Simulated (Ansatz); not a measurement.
The parent structure is NiO in the rock salt structure (space group Fm-3m, No. 225; ferromagnetic).

```yaml
crystal:
  lattice:
    - [0.00000, 2.09432, 2.09432]
    - [2.09432, 0.00000, 2.09432]
    - [2.09432, 2.09432, 0.00000]
  atoms:
    - { symbol: O, position: [0.00000, 0.00000, 0.00000] }
    - { symbol: Ni, position: [0.50000, 0.50000, 0.50000] }
```

Computed with r2SCAN/PAW in Ansatz (an electronic-structure program), no spin-orbit coupling.

One change was made to it. Results:

```csv
quantity,base,after
band gap,0.82 eV,0.79 eV
smallest direct gap,1.71 eV,1.70 eV
magnetic state,ferromagnetic,ferromagnetic
density,6.75 g/cm³,6.82 g/cm³
```

Problem. Which of these changes matches the shifts?
A) pressure 22.5 GPa
B) pressure 4.5 GPa
C) pressure 2.1 GPa

Solution. C, pressure 2.1 GPa. For comparison, the density in the other runs: pressure 4.5 GPa gives 6.89 g/cm³; pressure 22.5 GPa gives 7.36 g/cm³.

Load acts through the strain it causes; cell and atoms are relaxed under it. Stability against distortions was not tested. No other phases were tried under pressure. No Hubbard U is applied and the magnetic state is the run's own (NiO ferromagnetic); small cells can't hold the antiferromagnetic order that many such compounds have, so gaps and moments can be off. Where the two band edges lie in opposite spin channels, the gap is a spin-flip gap. In its common phase, real NiO is an antiferromagnetic insulator at low temperature.
